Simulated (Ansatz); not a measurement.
**Variants of one calculation on BiBrO (P4/nmm, 6 atoms in the cell)**

```yaml
crystal:
  lattice:
    - [3.87991, 0.00000, 0.00000]
    - [0.00000, 3.87991, 0.00000]
    - [0.00000, 0.00000, 8.29191]
  atoms:
    - { symbol: Bi, position: [0.00000, 0.50000, 0.85144] }
    - { symbol: Bi, position: [0.50000, 0.00000, 0.14856] }
    - { symbol: Br, position: [0.50000, 0.00000, 0.66529] }
    - { symbol: Br, position: [0.00000, 0.50000, 0.33471] }
    - { symbol: O, position: [0.00000, 0.00000, 0.00000] }
    - { symbol: O, position: [0.50000, 0.50000, 0.00000] }
```

Base run A: Ansatz (a quantum-chemistry and plane-wave program) with HSE06, default PAW files made with PBE, self-consistent single point.

Its settings: basis.ecutwfc = 420 eV; kpoints.mp_grid.grid = 4 4 2; hamiltonian.xc = hse06; hamiltonian.pseudopotentials = {kind: paw} (the program's default PAW files); scf.occupations.method = gaussian; scf.occupations.width = 0.05 eV.

The starting cell comes from a database of computed structures (which also holds hypothetical and non-ambient phases and stackings), without a prior relaxation at this level. Its lattice was rescaled by a random factor within 2.5 % of one. Spin-orbit coupling is off. Ansatz's pressure includes its estimate of the finite-basis (Pulay) stress. Another mesh or the band path of this cell gives a smaller gap, so this value is not converged in the mesh.

ΔF is the free energy per atom less that of run A. A dash stands where there is no value to compare (another energy zero or no entropy term, no result, no spin, no clean gap, or a mesh too coarse for one). Total energies depend on the potentials, the functional and any Hubbard or dispersion term, so they are compared only between runs that share all of them.

Runs:
- B: hamiltonian.xc: hse06 → pbesol [PBEsol]
- C: hamiltonian.xc: hse06 → pbe0 [PBE0]
- D: scf.convergence.dr2_threshold: default (1e-07 eV) → 1e-12 eV
- E: scf.mixing.preconditioner: default (the program chose none) → ldos
- F: scf.mixing.algorithm: default (the program chose MSR1) → anderson; scf.mixing.beta: default → 0.02
- G: scf.mixing.algorithm: default (the program chose MSR1) → msr1

```json
[
 {"run": "A", "ΔF (meV/atom)": "0.00", "pressure (GPa)": "2.85", "largest force (eV/Å)": "0.217", "gap on the mesh (eV)": "3.269"},
 {"run": "B", "ΔF (meV/atom)": "–", "pressure (GPa)": "2.25", "largest force (eV/Å)": "0.505", "gap on the mesh (eV)": "2.259"},
 {"run": "C", "ΔF (meV/atom)": "–", "pressure (GPa)": "2.84", "largest force (eV/Å)": "0.214", "gap on the mesh (eV)": "3.954"},
 {"run": "D", "ΔF (meV/atom)": "0.00", "pressure (GPa)": "2.85", "largest force (eV/Å)": "0.217", "gap on the mesh (eV)": "3.269"},
 {"run": "E", "ΔF (meV/atom)": "0.00", "pressure (GPa)": "2.85", "largest force (eV/Å)": "0.216", "gap on the mesh (eV)": "3.269"},
 {"run": "F", "ΔF (meV/atom)": "0.00", "pressure (GPa)": "2.85", "largest force (eV/Å)": "0.216", "gap on the mesh (eV)": "3.269"},
 {"run": "G", "ΔF (meV/atom)": "0.00", "pressure (GPa)": "2.85", "largest force (eV/Å)": "0.217", "gap on the mesh (eV)": "3.269"}
]
```

Run C against A: The pressure moves little (2.85 to 2.84 GPa), the largest force moves little (0.217 to 0.214 eV/Å) and the gap on the mesh goes from 3.269 to 3.954 eV.

Run B against A: The pressure goes from 2.85 to 2.25 GPa, the largest force goes from 0.217 to 0.505 eV/Å and the gap on the mesh goes from 3.269 to 2.259 eV.

Keys are those of Ansatz 0.2.
